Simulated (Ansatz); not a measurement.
Al: stress against strain

Al (fcc, Fm-3m, 15.924 Å³/atom at rest, cube axes along x, y and z) under a strain ε along a cube axis (axis z), the other axes held. r2SCAN in Ansatz, a plane-wave DFT program (PAW, default set), 500 eV, 28×28×28 Γ-centred mesh, Fermi-Dirac smearing 0.10 eV; ions are relaxed within the symmetry of each cell. Stress is positive for a compressed cell.

Here s stands for strain and y for stress zz.

| strain (%) | stress zz (GPa) |
|---|---|
| -1.50 | 2.14 |
| -1.00 | 1.38 |
| -0.50 | 0.67 |
| 0.00 | 0.00 |
| 0.50 | -0.64 |
| 1.00 | -1.27 |
| 1.50 | -1.89 |
| 3.00 | ? |

Fit y of the 7 rows that show it with a straight line. Means: s 0, y 0.056. About the means, the sum of products is -9.3500 and the sum of squares of s is 7.0000; the slope is their ratio. Least squares gives y = 0.056 - 1.3357·s. Residuals (row less fit): 0.080, -0.012, -0.054, -0.056, -0.028, 0.010, 0.058; standard error 0.058 (degrees of freedom: 5). The slope gives the elastic constant C11 = 134 ± 2 GPa.

Task: Predict the withheld y at s = 3.00 from the fit, and compare with the calculation.

Result: y = 0.056 - 1.3357 × 3.0 = -3.951 GPa. The calculation gives -3.63 GPa, 0.321 GPa above the prediction (5.6 % of the range of y in the table). The row lies outside the fitted rows, so this is an extrapolation. From the scatter of the fitted rows alone, a prediction at this place has a standard error of 0.090 GPa, so the miss is 3.6 times that.

One order more, fitted to all 13 runs of the series, follows each within 0.06, so the miss is the next term of a smooth law. In a metal these values are sensitive to mesh and smearing; energies are taken to zero smearing, stresses follow the free energy. Rows are the converged runs of the series near zero and its far end; series whose fitted rows scatter by over a few per cent of the range, as at a crossing or softening among them, aren't shown in this form. Most that stay on the fit to the last digits aren't either.
